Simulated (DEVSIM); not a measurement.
Structure: illuminated Si n-on-p cell, one wavelength, with a back-surface field, at 350 K.

| layer (left to right) | material | thickness (μm) | Nd (cm⁻³) | Na (cm⁻³) | τn (s) | τp (s) | absorption coefficient (cm⁻¹) |
|---|---|---|---|---|---|---|---|
| 1 | Si | 0.120 | 3.9e18 | - | 1.8e-6 | 4.1e-5 | 32000 |
| 2 | Si | 24.0 | - | 9.1e16 | 0.00011 | 0.00011 | 32000 |
| 3 | Si | 0.240 | - | 1.6e18 | 0.00011 | 0.00011 | 32000 |

Left contact: ohmic, minority hole recombination velocity 1e5 cm/s. Right contact: ohmic, minority electron recombination velocity 100 cm/s. Voltage is applied to the left contact. Recombination: SRH at mid-gap, radiative, Auger. Light enters at the left, 4.5e16 photons cm⁻² s⁻¹, one pass, no reflection. Mobility is μmin + (μ − μmin)/(1 + (N/Nref)^α).

The device is made up for the run: typed textbook-type constants, with dimensions and the other settings drawn at random. Values at 300 K; Nc and Nv go as T^1.5, mobilities as T to minus their exponent, the gap by Varshni's rule with the affinity fixed.

```
parameter               Si
----------------  --------
gap (eV)             1.124
affinity (eV)         4.05
permittivity          11.7
Nc (cm⁻³)          2.86e19
Nv (cm⁻³)           3.1e19
μn (cm²/Vs)           1417
μp (cm²/Vs)            470
μn,min                  52
μp,min                  45
Nref,n              9.7e16
Nref,p              2.2e17
αn                    0.68
αp                    0.72
T exponent of μn       2.3
T exponent of μp       2.2
B (cm³/s)          4.7e-15
Cn (cm⁶/s)         2.8e-31
Cp (cm⁶/s)         9.9e-32
Varshni α (eV/K)  0.000473
Varshni β (K)          636
```

Model (solved in DEVSIM): 1D drift-diffusion, Boltzmann statistics, complete ionisation; no tunnelling, impact ionisation, image-force lowering or self-heating.

**Question.** Tabulate band edges, carrier densities and field at zero bias, in the dark.

**Answer.** Energies count from the Fermi level of the right contact; mesh points crowd at the junctions.

```
x (μm)   Ec (eV)  Ev (eV)  n (cm⁻³)  p (cm⁻³)  field (V/cm)
-------  -------  -------  --------  --------  ------------
0.000      0.067   -1.044    3.9e18     37000           ≈ 0
0.02698    0.067   -1.044    3.9e18     37000           ≈ 0
0.06926    0.067   -1.044    3.9e18     37000           ≈ 0
0.1057     0.067   -1.044    3.9e18     37000           560
0.1403     0.394   -0.717    7.7e13     1.9e9        120000
0.2002     0.855   -0.255     1.7e7    8.2e15         36000
0.3412     0.928   -0.183   1600000    9.1e16           ≈ 0
0.8633     0.928   -0.183   1600000    9.1e16           ≈ 0
1.901      0.928   -0.183   1600000    9.1e16           ≈ 0
4.343      0.928   -0.183   1600000    9.1e16           ≈ 0
10.09      0.928   -0.183   1600000    9.1e16           ≈ 0
19.24      0.928   -0.183   1600000    9.1e16           ≈ 0
22.06      0.928   -0.183   1600000    9.1e16           ≈ 0
23.26      0.928   -0.183   1600000    9.1e16           ≈ 0
23.86      0.928   -0.183   1600000    9.1e16           ≈ 0
24.02      0.928   -0.183   1600000    9.1e16            43
24.09      0.935   -0.176   1200000    1.2e17          5200
24.12      1.001   -0.110    140000    1.0e18         37000
24.17      1.014   -0.096     89000    1.6e18           ≈ 0
24.25      1.014   -0.096     89000    1.6e18           ≈ 0
24.32      1.014   -0.096     89000    1.6e18           ≈ 0
24.36      1.014   -0.096     89000    1.6e18           ≈ 0
```
